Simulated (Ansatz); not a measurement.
# KTaO3: uniaxial strain ε_zz = −0.60 %

Base system: KTaO3 in the cubic perovskite structure (space group Pm-3m, No. 221; a = 3.985 Å). Axes: x, y, z lie along the cube axes.

Perturbation: the cell is compressed by 0.60 % along z with no lateral relaxation, atoms relaxed at fixed cell.

Level of theory: DFT with PBEsol, PAW potentials and a 420 eV plane-wave cutoff in Ansatz (a program for electronic structure), scalar-relativistic without spin-orbit coupling. Γ-centred 8×8×8 mesh, Fermi–Dirac width 0.05 eV.

The volume per atom falls by 0.08 Å³, from 12.66 Å³ to 12.58 Å³ and the space group changes from Pm-3m (No. 221) to P4/mmm (No. 123). The energy rises by 0.7 meV/atom and the pressure (mean of the normal stresses, compression positive) goes from zero to 1.25 GPa. The band gap stays 2.14 eV and the gap character comes out as indirect, A → Γ. The smallest direct gap is still 2.75 eV and the stress (xx, yy, zz, yz, xz, xy; compression positive) amounts to (0.47, 0.47, 2.81, 0.00, 0.00, 0.00) GPa.

Final structure:

```xyz
5
Lattice="3.9853 0.0000 0.0000 0.0000 3.9853 0.0000 0.0000 0.0000 3.9614" Properties=species:S:1:pos:R:3 pbc="T T T"
K      0.0000     0.0000     0.0000
Ta     1.9926     1.9926     1.9807
O      1.9926     0.0000     1.9807
O      0.0000     1.9926     1.9807
O      1.9926     1.9926     0.0000
```

With Ta present, leaving out spin-orbit coupling can change the band edges. Whether these cells are dynamically stable was not tested. k-point labels follow each cell's own Brillouin zone.
